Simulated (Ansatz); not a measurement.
Structure of amorphous Si$_{24}$O$_{47}$F$_{2}$ (periodic cell):

```xyz
73
Lattice="10.6037 0.0000 0.0000 0.0000 10.6037 0.0000 0.0000 0.0000 10.6037" Properties=species:S:1:pos:R:3 pbc="T T T"
Si     4.8511     8.6284     7.5094
Si     3.5999     2.6245     1.9003
Si     1.4462     5.0883     8.9505
Si     7.2150     8.0361     9.4684
Si     2.3603     7.9312     3.5614
Si     8.6698     5.4394     4.9519
Si     9.7802     0.4288     4.3072
Si     8.9293     1.0596     1.4705
Si     2.3919     7.9433     9.5938
Si     5.7559     5.9197     5.9480
Si     3.1548     2.8587     9.3191
Si     0.2690     1.8714     8.1743
Si    10.0374     8.9709     0.2633
Si     9.8776     8.0222     3.4031
Si     1.9935     1.7694     4.3933
Si     0.6065     3.9327     6.1233
Si     6.0685     0.9711     2.8679
Si     9.5529     3.5707    10.2861
Si     4.1827    10.1902     4.9084
Si     7.0191     5.1249     9.6237
Si     7.5464     2.4413     5.1232
Si     5.7292     3.3174     7.5731
Si     4.2601     5.6110     3.1335
Si     5.0609     6.8603     0.4911
O      5.0814     7.2424     6.6400
O      2.8996     4.4701     9.3405
O      5.0178     6.5947     2.0834
O      1.0246     8.7814    10.2550
O      3.4144     8.6102     8.4142
O      5.6288     5.4443    10.4435
O      9.2057     2.5933     0.9525
O      6.7791     3.8101     8.7111
O      7.3464     0.6472     1.8436
O      1.2637     4.7196     7.3765
O      3.9535     4.1437     2.4584
O      9.3954     9.4255     4.1633
O      1.6824     3.2745     5.0472
O      5.3937    10.3484     3.7745
O      2.8763     6.3869     3.5415
O      8.7566     8.5000     9.8741
O      3.2561     2.4902     0.3028
O      3.3193     0.9928     5.0015
O      6.2478     7.9637     0.2049
O     10.1563     5.0523     5.5525
O      4.7521     9.8511     6.4132
O      3.5528     7.3369     0.0161
O      1.8109     2.1007     8.7056
O      0.3122     4.4982    10.0169
O      6.6461     2.4557     6.5105
O      8.1405     3.9012     4.6258
O      8.3680     4.6893    10.4297
O      3.2227     8.9137     4.5248
O      2.3407     2.0582     2.8043
O      5.2203     5.5854     4.4418
O      7.3717     6.5195     8.8372
O     10.5377     2.5859     6.7527
O      8.6644     1.2229     5.2295
O      9.7486     1.1050     2.8498
O      9.6724     2.4394     9.1124
O      9.0002     6.6734     3.8603
O      0.7972     7.8233     3.9533
O      0.7455     0.7355     4.7176
O      5.1954     4.6606     6.8297
O      4.4676     2.5558     8.3452
O      4.8862     1.6367     1.9893
O      6.2486     8.8690     8.3948
O      6.5281     2.1050     3.9176
O      7.4141     6.0309     5.8651
O      9.8867     8.2070     1.7477
O      9.6695    10.5640     0.4968
O      1.5511     6.6952     8.9809
F      0.0827     0.3035     8.0065
F      2.4551     8.6134     2.1205
```

Calculation: PBE, scalar-relativistic without spin-orbit coupling (plane waves to 420 eV, PAW; Ansatz, a quantum-chemistry and plane-wave program).

A CHGNet melt-quench gave the starting glass, which DFT then relaxed. O and F atoms were pushed apart under 1.9 Å during the dynamics, to hinder bonds among them. The hot cell started wider than the set density and was brought back towards it in steps. It is the lowest in DFT energy of 2 quenches. It is a model cell: composition and starting density were chosen by hand, and all elements were melted together. No dispersion term was used. Its density started from a set value of 2.04 and ended at 2.04 g/cm³. The simulated quench (nominally 150 K/ps over its main leg) is rapid and tends to freeze in more defects than a deposited or slowly cooled glass has. One small periodic cell is one sample of the glass; other quenches scatter about these values. The volume was held where the preparation left it, at a PBE pressure of -4.0 GPa (tension). Stress components on the final sampling reach 7.0 GPa.

Neighbours within Si-Si 2.60 Å, Si-O 1.92 Å, Si-F 2.02 Å, O-O 1.58 Å, O-F 1.48 Å, F-F 1.37 Å count as bonded. Two cations that share two anions don't count as bonded, nor two that share one unless they lie closer than Si-Si 2.38 Å.

Question: Give the coordination numbers, mean bond lengths and angles.

Answer: 
```
Quantity                                                          Value
---------------------------------  ------------------------------------
Mean coordination of Si by anions                      4.00 (24 with 4)
Mean coordination of O                                 2.00 (47 with 2)
Mean coordination of F                                  1.00 (2 with 1)
Mean Si-O bond                     1.648 Å (spread 0.023 Å, 94 counted)
Mean Si-F bond                      1.592 Å (spread 0.005 Å, 2 counted)
Bond angle at Si                               mean 109.4°, spread 6.2°
Bond angle at O                               mean 145.1°, spread 10.8°
```

Question: List the pairs of like atoms that count as bonded by the rules above.

Answer: There are none by these rules.
